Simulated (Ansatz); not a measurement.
The starting structures come from a database of crystals and need not be the phases stable at ambient conditions.

Input:

```
CELL_PARAMETERS angstrom
      6.72208     0.00000     0.00000
      3.36104     8.26896     0.00000
      3.36104     0.00000     3.36104
ATOMIC_POSITIONS crystal
  Ca 0.33728 0.32544 0.00000
  Ca 0.66272 0.67456 0.00000
  Ca 0.50000 0.00000 0.50000
  Ca 0.00000 0.00000 0.50000
  Bi 0.14076 0.71848 0.00000
  Bi 0.85924 0.28152 0.00000
  O  0.50000 0.00000 0.00000
```

Space group of this cell: I4/mmm. The cell is taken as given.

Transport runs along the normal of the first two printed cell vectors, the (110) plane of the conventional cell.

The gap is the functional's own. No spin-orbit coupling. Mid-gap values are interpolated on the energy grid.

Problem. Give the band gap and the smallest decay constant κ at mid-gap that r2SCAN (Ansatz, a first-principles code) yields.

Solution. Gap 1.20 eV on a 10×10×10 mesh; κ = 0.111 1/Å, at the zone centre.
